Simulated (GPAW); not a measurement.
Input and output of a self-consistent single point for CuGaSe2 (I-42d, 8 atoms in the cell) (GPAW).

Level of theory: PBE, GPAW PAW datasets PBE (gpaw-data 1.0.1) (plane waves; GPAW).

The change in words: lattice scaled by 0.98. Reference geometry:
```
CuGaSe2
1.0
   -2.77667     2.77667     5.45435
    2.77667    -2.77667     5.45435
    2.77667     2.77667    -5.45435
Ga Cu Se
2 2 4
Direct
  0.50000   0.50000   0.00000
  0.25000   0.75000   0.50000
  0.00000   0.00000   0.00000
  0.75000   0.25000   0.50000
  0.87500   0.87500   0.50000
  0.12500   0.62500   0.00000
  0.37500   0.37500   0.50000
  0.62500   0.12500   0.00000
```

Reference input (self-consistent single point, DFT PBE, plane waves, GPAW PAW datasets PBE (gpaw-data 1.0.1)): mode = pw; ecut = 800 eV; xc = PBE; kpts = 3 3 3; mesh shift (steps) = 0 0 0; occupations.name = fermi-dirac; occupations.width = 0.01 eV; nbands = -8; convergence.bands = -6; symmetry.symmorphic = false; symmetry.tolerance = 0.0005; maxiter = 100. This run's input differs from it in these lines:

```diff
@@ -5,5 +5,5 @@
 atoms = Atoms(['Ga', 'Ga', 'Cu', 'Cu', 'Se', 'Se', 'Se', 'Se'],
-              cell=[[-2.776670, 2.776670, 5.454349],
-                    [2.776670, -2.776670, 5.454349],
-                    [2.776670, 2.776670, -5.454349]],
+              cell=[[-2.721137, 2.721137, 5.345262],
+                    [2.721137, -2.721137, 5.345262],
+                    [2.721137, 2.721137, -5.345262]],
               scaled_positions=[[0.500000, 0.500000, 0.000000],
```

The program printed (abridged):

```
     iter     time        total  log10-change:
                         energy   eigst   dens
iter:   1 --:--:--   -31.573832   +0.54
iter:   2 --:--:--   -31.065356   -1.23  -1.18
iter:   3 --:--:--   -30.420005   -1.24  -1.19
iter:   4 --:--:--   -30.240259   -1.27  -1.26
iter:   5 --:--:--   -30.164485   -2.06  -1.45
iter:   6 --:--:--   -31.854125   -0.58  -1.71
iter:   7 --:--:--   -30.212595   -0.55  -1.52
iter:   8 --:--:--   -30.179094   -2.29  -2.22
iter:   9 --:--:--   -30.157338   -2.23  -2.39
iter:  10 --:--:--   -30.171070c  -2.87  -2.53
iter:  11 --:--:--   -30.214324   -1.70  -2.48
   [... lines left out ...]
iter:  15 --:--:--   -30.150142c  -4.78  -3.17
iter:  16 --:--:--   -30.150023c  -4.56  -3.27
iter:  17 --:--:--   -30.150080c  -4.96  -3.39
iter:  18 --:--:--   -30.150081c  -6.13  -3.48
iter:  19 --:--:--   -30.150018c  -4.97  -3.55
iter:  20 --:--:--   -30.150032c  -5.52  -3.70
iter:  21 --:--:--   -30.150022c  -6.32  -3.76
iter:  22 --:--:--   -30.150023c  -5.81  -3.82
iter:  23 --:--:--   -30.150022c  -7.40c -3.96
iter:  24 --:--:--   -30.150020c  -7.40c -3.99
iter:  25 --:--:--   -30.150022c  -6.93  -4.15c
iter:  26 --:--:--   -30.150019c  -6.43  -4.23c
iter:  27 --:--:--   -30.150019c  -8.07c -4.39c
Converged after 27 iterations.

Dipole moment: (0.548055, -0.548055, 0.000000) |e|*Ang

Energy contributions relative to reference atoms: (reference = -460226.375262)

Kinetic:        +95.288192
Potential:      -85.071119
External:        +0.000000
XC:             -40.487667
Entropy (-ST):   -0.000000
Local:           +0.120575
SIC:             +0.000000
--------------------------
Free energy:    -30.150019
Extrapolated:   -30.150019

Showing only first 2 kpts
 Kpt  Band  Eigenvalues  Occupancy
  0    24      6.35722    2.00000
  0    25      6.48872    2.00000
  0    26      7.21103    0.00000
  0    27      8.23485    0.00000

  1    24      5.64509    2.00000
  1    25      6.04209    2.00000
  1    26      8.61501    0.00000
  1    27      8.76779    0.00000

Fermi level: 6.98719

Gap: 0.722 eV
Transition (v -> c):
   [... lines left out ...]
  2 Cu    0.00000    0.00000    0.00000
  3 Cu    0.00000    0.00000    0.00000
  4 Se    0.65497   -0.00000    0.00000
  5 Se    0.00000   -0.65497    0.00000
  6 Se   -0.65497    0.00000    0.00000
  7 Se    0.00000    0.65497    0.00000

Stress tensor:
    -0.079213     0.000000    -0.000000
     0.000000    -0.079213     0.000000
    -0.000000     0.000000    -0.078790
Stress (GPa, Voigt): [-12.6913 -12.6913 -12.6236   0.      -0.       0.    ]
```

The run converged in 27 iterations. GPAW prints stress with tension positive. Against the reference run the free energy goes up by 73.1 meV/atom, the pressure goes from 6.31 to 12.67 GPa, the largest force goes from 0.475 to 0.655 eV/Å and the gap on the mesh goes from 0.414 to 0.722 eV.

The starting cell has typed, rounded lattice constants, without a prior relaxation at this level. Its lattice was rescaled by a random factor within 2.5 % of one. For this run, on top of that: lattice scaled by 0.98. With a pressure of about 13 GPa the cell is away from its equilibrium volume at this level.

Cost on one core of a shared machine: roughly 2 min.
